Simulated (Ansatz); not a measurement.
# What pressure 7.5 GPa does to W

Start from W (space group Pm-3n, No. 223; a = 5.0330 Å).

One thing is altered: a hydrostatic pressure of 7.5 GPa.

Level of theory: PBEsol, PAW, 420 eV (Ansatz, a program for electronic structure; no spin-orbit coupling). Γ-centred 9×9×9 mesh, Fermi–Dirac width 0.05 eV.

```json
[
 {"quantity": "volume per atom", "base": "15.94 Å³", "changed": "15.58 Å³", "shift": "-0.36 Å³"},
 {"quantity": "density", "base": "19.16 g/cm³", "changed": "19.59 g/cm³", "shift": "+0.438 g/cm³"},
 {"quantity": "lattice parameter a", "base": "5.033 Å", "changed": "4.995 Å", "shift": "-0.038 Å"},
 {"quantity": "shortest interatomic distance", "base": "2.517 Å", "changed": "2.498 Å", "shift": "-0.019 Å"},
 {"quantity": "enthalpy H = E + PV relative to the base's energy", "base": "–", "changed": "+0.74 eV/atom", "shift": "–"},
 {"quantity": "band gap", "base": "zero", "changed": "zero", "shift": "–"}
]
```

Load acts through the strain it causes; cell and atoms are relaxed under it. Whether these cells are dynamically stable was not tested. Competing high-pressure phases were not computed. The final runs are not spin-polarised. This is not the structure that W has at room temperature and ambient pressure.
